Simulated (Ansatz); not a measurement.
Base system: HgS in the zinc blende structure (space group F-43m, No. 216; a = 5.9916 Å). Axes: x, y, z lie along the cube axes.

Method: PBE, PAW, 420 eV (Ansatz, an electronic-structure program; no spin-orbit coupling).

Perturbation: every lattice vector is stretched by 3.00 %; the atoms relax in the strained cell.

Predict the stress tensor and what it implies for the stiffness.

Stress of the strained cell less that of the base (GPa, compression positive):
```
   -3.6     0.0     0.0
    0.0    -3.6     0.0
    0.0     0.0    -3.6
```

Then B = −ΔP/(ΔV/V₀) with ΔV/V₀ = 0.0927 gives secant stiffness values (nonlinear terms included at this strain): B ≈ 39 GPa.

As a check, the harmonic strain energy −½ V₀ Δσ:ε is 27 meV/atom; the computed energy rise is 30 meV/atom.

The mesh was chosen for an insulator and is coarse for the gapless case. Whether these cells are dynamically stable was not tested. All final runs are without spin polarisation.
